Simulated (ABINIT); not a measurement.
Input and output of a self-consistent single point for RbCl (Fm-3m, 2 atoms in the cell) (ABINIT).

Level of theory: PBE, spin-orbit coupling, PAW (JTH v2.0 PBE PAW) (plane waves; ABINIT).

```
RbCl
1.0
    0.00000     3.22764     3.22764
    3.22764     0.00000     3.22764
    3.22764     3.22764     0.00000
Rb Cl
1 1
Cartesian
  0.00000   0.00000   0.00000
  3.22764   3.22764   3.22764
```

Reference input (self-consistent single point, DFT, PBE, plane waves, PAW (JTH v2.0 PBE PAW)): pseudos = [Rb.GGA_PBE-JTH.xml, Cl.GGA_PBE-JTH.xml]; ecut = 707 eV; pawecutdg = 1415 eV; pawxcdev = 0; ixc = 11; occopt = 3; tsmear = 0.00036749 Ha; ngkpt = 9 9 9; nshiftk = 1; shiftk = 0 0 0; potentials = JTH v2.0 PBE PAW; nband = 13. This run's input differs from it in these lines:

```diff
@@ -19,6 +19,8 @@
 ixc 11
+nspinor 2
+nspden 1
 occopt 3
 tsmear 0.00036749
-nband 13
-kptopt 1
+nband 28
+kptopt 4
 ngkpt 9 9 9
```

Output, abridged:

```
--- !BeginCycle
solver: {iscf: 17, nstep: 50, nline: 4, wfoptalg: 10, }
tolerances: {toldfe: 1.00E-09, }
...

     iter   Etot(hartree)      deltaE(h)  residm     nres2
 ETOT  1  -39.619024121936    -3.962E+01 4.116E-02 3.680E+00
 ETOT  2  -39.649155969517    -3.013E-02 1.226E-02 8.422E-01
 ETOT  3  -39.648670216340     4.858E-04 4.475E-03 3.005E-01
 ETOT  4  -39.648997421429    -3.272E-04 1.195E-03 2.267E-02
 ETOT  5  -39.649210021370    -2.126E-04 9.711E-04 6.740E-04
   [... 2 lines left out ...]
 ETOT  8  -39.649227242976     9.193E-09 3.892E-04 5.742E-07
 ETOT  9  -39.649227253521    -1.055E-08 2.021E-04 1.179E-07
 ETOT 10  -39.649227253197     3.246E-10 1.565E-04 2.719E-09
 ETOT 11  -39.649227253198    -1.791E-12 1.228E-04 1.843E-09
 At SCF step   11, etot is converged :
  for the second time, diff in etot=  1.791E-12 < toldfe=  1.000E-09

 Cartesian components of stress tensor (hartree/bohr^3)
  sigma(1 1)= -7.65023671E-05  sigma(3 2)=  0.00000000E+00
  sigma(2 2)= -7.65023671E-05  sigma(3 1)=  0.00000000E+00
  sigma(3 3)= -7.65023671E-05  sigma(2 1)=  0.00000000E+00

 ----iterations are completed or convergence reached----

 reduced coordinates (array xred) for    2 atoms
       0.000000000000      0.000000000000      0.000000000000
       0.500000000000      0.500000000000      0.500000000000
 cartesian forces (eV/Angstrom) at end:
    1     -0.00000000000000    -0.00000000000000    -0.00000000000000
    2     -0.00000000000000    -0.00000000000000    -0.00000000000000
 frms,max,avg= 0.0000000E+00 0.0000000E+00   0.000E+00  0.000E+00  0.000E+00 e/A
   [... lines left out ...]
 Fermi (or HOMO) energy (eV) =   1.55767   Average Vxc (eV)=  -7.75277
   [... lines left out ...]
'-kT*entropy'       :  2.50876363294885E-16
total_energy        : -3.96492637614088E+01
total_energy_eV     : -1.07891133597808E+03
...

-Cartesian components of stress tensor (GPa)         [Pressure=  2.2508E+00 GPa]
- sigma(1 1)= -2.25077697E+00  sigma(3 2)=  0.00000000E+00
- sigma(2 2)= -2.25077697E+00  sigma(3 1)=  0.00000000E+00
- sigma(3 3)= -2.25077697E+00  sigma(2 1)=  0.00000000E+00

 Calculation completed.
```

The run converged in 11 iterations. Against the reference run the pressure stays at 2.25 GPa and the gap on the mesh goes from 5.178 to 5.132 eV.

The starting cell comes from a database of computed structures (which also holds hypothetical and non-ambient phases and stackings), without a prior relaxation at this level. Its lattice was rescaled by a random factor within 2.5 % of one.

Cost on one core of a shared machine: roughly 5 min.
